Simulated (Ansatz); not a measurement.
Consider a periodic stack without vacuum, rock-salt CaO (0 0 1) on zinc-blende InSb (0 0 1) (film strained to the substrate, started from cuts of the bulks and a machine-learned relaxation; slabs In4Sb4 and Ca12O12, which can lie off the formulas): substrate slab In4Sb4, film Ca12O12, surface cells [[1, 0], [1, 1]] and [[0, -1], [2, 1]], film strained by -2.9 and -2.9 %, outermost planes Sb/In and CaO/CaO as cut, which need not be the usual terminations and can put a slab off its formula. Its start:

```
Ca3InO3Sb
1.0
    4.69343     0.00000     0.02652
    0.00000     4.69343     0.08204
    0.16365    -1.07007    28.52359
In Sb Ca O
4 4 12 12
Cartesian
 -0.00380   0.36281   6.37006
  2.55628   3.29475   3.19293
  1.00628  -0.05802  12.40437
  2.09523   2.47257   9.72032
  0.22614   2.72347   4.84190
  2.95567   0.94697   1.61328
 -0.46118   2.29603  11.67966
  2.35083   0.14926   8.06048
  0.88456  -0.05408  17.50409
  3.23026   2.29413  17.53165
  3.26271  -0.01607  14.99638
  0.90662   2.32241  15.03433
  0.84840  -0.12224  22.47855
  3.19507   2.22486  22.52826
  3.21006  -0.08959  19.99679
  0.86300   2.25688  20.02630
  0.82294  -0.17031  27.54584
  3.17207   2.18015  27.54525
  3.18511  -0.14798  24.95409
  0.83867   2.19848  25.02897
  3.23221  -0.05100  17.40885
  0.88368   2.29446  17.44033
  0.91267  -0.02211  14.80466
  3.24716   2.32731  15.19347
  3.19582  -0.11962  22.37163
  0.84904   2.22747  22.40030
  0.86403  -0.08750  19.86721
  3.21010   2.25906  19.96524
  3.17453  -0.16850  27.25017
  0.82623   2.18299  27.33981
  0.83935  -0.14519  24.84981
  3.18599   2.20075  24.91928
```

The start was prepared with a machine-learned potential, and the result is one local minimum, with the in-plane cell held and forces under 0.04 eV/Å; the film can end far from its bulk form.

All values below come from PBE (plane waves to 420 eV, PAW; Ansatz, an electronic-structure program). No spin–orbit coupling; the runs are not spin-polarised. Its k-point mesh 5×5×1, Fermi–Dirac width 0.05 eV.

### Question
Predict the relaxed interface.

### Answer
```
Quantity                                                                                                           Value
--------------------------------------------------------------------------------  --------------------------------------
interface area                                                                                                   22.0 Å²
period                                                                                                           28.08 Å
heights between the nearest atoms of the two slabs at the two interfaces                                 2.47 and 2.94 Å
Ca–In contacts across the interfaces within 1.22 times the sum of covalent radii                          4, mean 3.55 Å
Ca–Sb contacts across the interfaces within 1.22 times the sum of covalent radii                          3, mean 3.59 Å
In–O contacts across the interfaces within 1.22 times the sum of covalent radii                           1, mean 2.49 Å
two interfaces                                                                    unlike, so that offsets are their mean
```
